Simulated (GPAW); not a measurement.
GPAW run on Cu₃N (Pm-3m, 4 atoms in the cell): self-consistent single point.

Method of the run: PBE+U, GPAW PAW datasets PBE (gpaw-data 1.0.1) (plane waves; GPAW).

```yaml
crystal:
  lattice:
    - [3.74986, 0.00000, 0.00000]
    - [0.00000, 3.74986, 0.00000]
    - [0.00000, 0.00000, 3.74986]
  atoms:
    - { symbol: Cu, position: [0.00000, 0.00000, 0.50000] }
    - { symbol: Cu, position: [0.50000, 0.00000, 0.00000] }
    - { symbol: Cu, position: [0.00000, 0.50000, 0.00000] }
    - { symbol: N, position: [0.00000, 0.00000, 0.00000] }
```

Reference input (self-consistent single point, DFT PBE, plane waves, GPAW PAW datasets PBE (gpaw-data 1.0.1)): mode = pw; ecut = 950 eV; xc = PBE; kpts = 6 6 6; mesh shift (steps) = 0 0 0; occupations.name = fermi-dirac; occupations.width = 0.136 eV; nbands = -6; convergence.forces = 0.001 eV/Å; convergence.bands = -4; symmetry.symmorphic = false; symmetry.tolerance = 0.0005. This run's input differs from it in these lines:

```diff
@@ -16,6 +16,7 @@
             xc='PBE',
+            setups={'Cu': ':d,2.0'},
             kpts={'size': (6, 6, 6), 'gamma': True},
             occupations={'name': 'fermi-dirac', 'width': 0.136},
-            nbands=-6,
-            convergence={'forces': 0.001, 'bands': -4},
+            nbands=-10,
+            convergence={'forces': 0.001},
             symmetry={'symmorphic': False, 'tolerance': 0.0005},
```

Output (repeated stretches shortened):

```
     iter     time        total  log10-change:
                         energy   eigst   dens  force
iter:   1 --:--:--   -20.942674
iter:   2 --:--:--   -19.789761   -1.63  -1.31
iter:   3 --:--:--   -17.767031   -0.94  -1.40
iter:   4 --:--:--   -17.724269   -2.95  -1.70
iter:   5 --:--:--   -17.758010   -2.27  -1.81
iter:   6 --:--:--   -17.893674   -1.40  -1.85
iter:   7 --:--:--   -17.658854   -2.16  -1.80
iter:   8 --:--:--   -17.652813   -3.26  -2.61
iter:   9 --:--:--   -17.652832c  -4.90  -3.17
iter:  10 --:--:--   -17.652959c  -4.83  -3.21
iter:  11 --:--:--   -17.652784c  -5.10  -3.57
iter:  12 --:--:--   -17.652804c  -6.52  -3.87
iter:  13 --:--:--   -17.652788c  -6.87  -3.98
iter:  14 --:--:--   -17.652822c  -6.33  -3.86
iter:  15 --:--:--   -17.652823c  -8.06c -4.28c
iter:  16 --:--:--   -17.652820c  -7.84c -4.29c -29.04c
Converged after 16 iterations.

Dipole moment: (-0.000000, -0.000000, -0.000000) |e|*Ang

Energy contributions relative to reference atoms: (reference = -136546.077028)

Kinetic:        +12.197440
Potential:      -14.965835
External:        +0.000000
XC:             -15.165360
Entropy (-ST):   -0.018023
Local:           +0.289948
SIC:             +0.000000
--------------------------
Free energy:    -17.661831
Extrapolated:   -17.652820

Showing only first 2 kpts
 Kpt  Band  Eigenvalues  Occupancy
  0    17      3.54367    2.00000
  0    18      3.62715    2.00000
  0    19      7.07510    0.00054
  0    20     11.56427    0.00000

  1    17      3.67662    2.00000
  1    18      3.67662    2.00000
  1    19      7.38162    0.00006
  1    20     10.41226    0.00000

Fermi level: 5.95833

Gap: 0.203 eV
Transition (v -> c):
   [... lines left out ...]
Direct gap: 0.844 eV
   [... lines left out ...]
Energy (eV): -17.65282

Forces in eV/Ang:
  0 Cu   -0.00000   -0.00000    0.00000
  1 Cu    0.00000    0.00000    0.00000
  2 Cu    0.00000    0.00000   -0.00000
  3 N     0.00000    0.00000    0.00000

Stress tensor:
    -0.067664     0.000000     0.000000
     0.000000    -0.067664     0.000000
     0.000000     0.000000    -0.067664
Stress (GPa, Voigt): [-10.8409 -10.8409 -10.8409   0.       0.       0.    ]
```

The run converged in 16 iterations. GPAW prints stress with tension positive. 

At such cutoffs GPAW's stress carries a finite-basis (Pulay) error, which enters relaxed cells too; its log prints stress with tension positive.

The starting cell comes from a database of computed structures (which also holds hypothetical and non-ambient phases and stackings), without a prior relaxation at this level. Its lattice was rescaled by a random factor within 2.5 % of one. Spin polarisation is off. The U value is a test value, and with U on an open shell several self-consistent states can exist. The run gives no clean gap (levels at the Fermi energy touch, overlap or are partly filled at this smearing), which alone does not show that the compound is a metal. The log's line on a gap gives a spacing of levels on this mesh, which the program prints for metals too.

Cost on one core of a shared machine: roughly 60 s.
